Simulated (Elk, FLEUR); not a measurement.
A FLEUR input for a self-consistent single point of AlNi (Pm-3m, 2 atoms in the cell) (DFT, PBE, all-electron FLAPW (FLEUR), scalar-relativistic valence):

Input of the input generator:

```
scf AlNi
&input film=f /
5.2250209250 0.0000000000 0.0000000000
0.0000000000 5.2250209250 0.0000000000
0.0000000000 0.0000000000 5.2250209250
1.0
1.0 1.0 1.0

2
13 0.5000000000 0.5000000000 0.5000000000
28 0.0000000000 0.0000000000 0.0000000000

&comp jspins=1 /
&kpt div1=9 div2=9 div3=9 /
&end /
```

```xml
<?xml version="1.0" encoding="UTF-8" standalone="no"?>
<fleurInput fleurInputVersion="0.39">
   <comment>
      scf AlNi                                                                                            
   </comment>
   <calculationSetup>
      <cutoffs Kmax="4.0" Gmax="12.0" GmaxXC="12.0" numbands="0"/>
      <scfLoop itmax="100" minDistance="0.00001" maxIterBroyd="40" imix="Anderson" alpha="0.05" precondParam="0.0" spinf="2.0"/>
      <coreElectrons ctail="T" frcor="F" kcrel="0" coretail_lmax="0"/>
      <xcFunctional name="pbe" relativisticCorrections="F"/>
      <magnetism jspins="1"/>
      <soc l_soc="F" theta="0.0" phi="0.0" spav="F"/>
      <expertModes spex="0" secvar="F"/>
      <geometryOptimization l_f="T" forcealpha="1.0" forcemix="BFGS" epsdisp="0.00001" epsforce="0.00001"/>
      <ldaU l_linMix="F" mixParam="0.05" spinf="1.0"/>
   </calculationSetup>
   <cell>
      <bzIntegration valenceElectrons="19.0" mode="gauss" fermiSmearingEnergy="0.00999582">
         <kPointListSelection listName="default-1"/>
         <!-- k-points included here -->
         <xi:include xmlns:xi="http://www.w3.org/2001/XInclude" href="kpts.xml"> </xi:include>
      </bzIntegration>
      <!-- symmetry operations included here -->
      <xi:include xmlns:xi="http://www.w3.org/2001/XInclude" href="sym.xml"> </xi:include>
      <bulkLattice scale="1.0">
         <bravaisMatrix>
            <row-1>    5.2250209249999999     0.0000000000000000     0.0000000000000000</row-1>
            <row-2>    0.0000000000000000     5.2250209249999999     0.0000000000000000</row-2>
            <row-3>    0.0000000000000000     0.0000000000000000     5.2250209249999999</row-3>
         </bravaisMatrix>
      </bulkLattice>
   </cell>
   <atomSpecies>
      <species name="Aluminum (Al)" element="Al" atomicNumber="13">
         <mtSphere radius="1.70" gridPoints="589" logIncrement="0.019"/>
         <atomicCutoffs lmax="6" lnonsphr="4"/>
         <electronConfig flipSpins="F">
            <coreConfig>(1s1/2) (2s1/2) (2p1/2) (2p3/2)</coreConfig>
            <valenceConfig>(3s1/2) (3p1/2) (3p3/2)</valenceConfig>
            <stateOccupation state="(3p1/2)" spinUp="0.1666666666667" spinDown="0.1666666666667"/>
            <stateOccupation state="(3p3/2)" spinUp="0.3333333333333" spinDown="0.3333333333333"/>
         </electronConfig>
         <energyParameters s="3" p="3" d="3" f="4"/>
      </species>
      <species name="Nickel (Ni)" element="Ni" atomicNumber="28">
         <mtSphere radius="2.49" gridPoints="859" logIncrement="0.014"/>
         <atomicCutoffs lmax="10" lnonsphr="8"/>
         <electronConfig flipSpins="F">
            <coreConfig>(1s1/2) (2s1/2) (2p1/2) (2p3/2) (3s1/2)</coreConfig>
            <valenceConfig>(3p1/2) (3p3/2) (4s1/2) (3d3/2) (3d5/2)</valenceConfig>
            <stateOccupation state="(3d3/2)" spinUp="1.6" spinDown="1.6"/>
            <stateOccupation state="(3d5/2)" spinUp="2.4" spinDown="2.4"/>
         </electronConfig>
         <energyParameters s="4" p="4" d="3" f="4"/>
         <lo type="SCLO" l="1" n="3" eDeriv="0"/>
      </species>
   </atomSpecies>
   <atomGroups>
      <atomGroup species="Aluminum (Al)">
         <relPos label="                   1">1.000/2.000 1.000/2.000 1.000/2.000</relPos>
         <force calculate="T" relaxXYZ="TTT"/>
      </atomGroup>
      <atomGroup species="Nickel (Ni)">
         <relPos label="                   2">.0000000000 .0000000000 .0000000000</relPos>
         <force calculate="T" relaxXYZ="TTT"/>
      </atomGroup>
   </atomGroups>
   <output dos="F" band="F" slice="F">
      <checks vchk="F" cdinf="F"/>
      <bandDOS minEnergy="-.5*Htr" maxEnergy="0.5*Htr" sigma="0.015" storeEVData="T"/>
      <vacuumDOS vacdos="F" integ="F" star="F" nstars="0" locx1="0.0" locy1="0.0" locx2="0.0" locy2="0.0" nstm="0" tworkf="0.0"/>
      <unfoldingBand unfoldBand="F" supercellX="1" supercellY="1" supercellZ="1"/>
      <plotting iplot="0" polar="F">
         <plot TwoD="T" vec1="  1.0  0.0  0.0" vec2="  0.0  1.0  0.0" vec3="  0.0  0.0  1.0" zero="  0.0  0.0  0.0" file="plot"/>
      </plotting>
      <chargeDensitySlicing numkpt="0" minEigenval="0.0" maxEigenval="0.0" nnne="0" pallst="F"/>
      <specialOutput eonly="F"/>
      <magneticCircularDichroism mcd="F" energyLo="-10.0" energyUp="0.0"/>
   </output>
  <!-- We include the file relax.xml here to enable relaxations (see documentation) -->
  <xi:include xmlns:xi="http://www.w3.org/2001/XInclude" href="relax.xml"> <xi:fallback/> </xi:include>
</fleurInput>
```

Q: Give the Elk input for the same structure, mesh, smearing and functional.

A: This is the input that was run; spellings and numerical settings could be chosen otherwise.

```
tasks
  0

xctype
  20

tforce
  .true.

rgkmax
  7.5

gmaxvr
  18.0

lmaxapw
  10

lmaxo
  8

nxlo
  2

lorbcnd
  .true.

lradstp
  2

nrmtscf
  2.0

rmtscf
  0.94

lmaxi
  4

stype
  0

swidth
  0.00999582

avec
    5.2250209250    0.0000000000    0.0000000000
    0.0000000000    5.2250209250    0.0000000000
    0.0000000000    0.0000000000    5.2250209250

atoms
  2   : nspecies
  'Al.in'   : spfname
  1   : natoms; atposl, bfcmt below
  0.5000000000  0.5000000000  0.5000000000    0.0 0.0 0.0
  'Ni.in'   : spfname
  1   : natoms; atposl, bfcmt below
  0.0000000000  0.0000000000  0.0000000000    0.0 0.0 0.0

ngridk
  9 9 9
```

Basis, cutoffs, solver keys and any potentials are the target program's own. This input uses DFT, PBE, all-electron FP-LAPW, Elk's shipped species files, APW+lo basis with extra local orbitals.

The starting cell comes from a database of computed structures (which also holds hypothetical and non-ambient phases and stackings), without a prior relaxation at this level. Its lattice was rescaled by a random factor within 2.5 % of one. For this run, on top of that: lattice scaled by 0.98.
